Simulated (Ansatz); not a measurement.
The starting structures come from a database of crystals and need not be the phases stable at ambient conditions.

 Where the default PAW files enter, the runs use the earlier of Ansatz's two default sets.

Input:

```yaml
crystal:
  lattice:
    - [5.51621, 0.00000, 0.00000]
    - [-2.75811, 4.77718, 0.00000]
    - [2.75810, 1.59239, 4.86369]
  atoms:
    - { symbol: In, position: [0.71424, 0.35712, 0.92864] }
    - { symbol: In, position: [0.28576, 0.64288, 0.07136] }
    - { symbol: In, position: [0.28576, 0.14288, 0.57136] }
    - { symbol: In, position: [0.71424, 0.85712, 0.42864] }
    - { symbol: O, position: [0.20350, 0.25000, 0.25000] }
    - { symbol: O, position: [0.79649, 0.75000, 0.75000] }
    - { symbol: O, position: [0.50000, 0.95351, 0.25000] }
    - { symbol: O, position: [0.50000, 0.04650, 0.75000] }
    - { symbol: O, position: [0.79649, 0.54649, 0.25000] }
    - { symbol: O, position: [0.20350, 0.45350, 0.75000] }
```

Space group of this cell: R-3c, corundum. The cell is taken as given; by r2SCAN its mean pressure is -0.8 GPa.

Method: r2SCAN (plane waves, PAW; Ansatz, a program for electronic structure).

The current runs along the normal of the first two printed vectors; no spin-orbit coupling. Scaled by the factor s: all lengths (ions clamped). Meshes 8×8×8 and 6×6 across the current in all rows.

| s | mean pressure (GPa) | slowest mid-gap decay constant κ (1/Å) |
|---|---|---|
| 0.98 | 11.5 | ? |
| 1.00 | -0.8 | 0.163 |
| 1.02 | -10.0 | 0.133 |

### Question
Take the slope of the slowest mid-gap decay constant κ against ln s from the two given rows, extrapolate to s = 0.98, and say what the run there gives.

### Answer
Slope = (0.133 − 0.163) / ln 1.02 = -1.51 1/Å. The line gives 0.163 + (-1.51) × ln 0.98 = 0.194 1/Å. The run gives 0.192 1/Å, 0.002 1/Å under the line, 5 % of the predicted step.
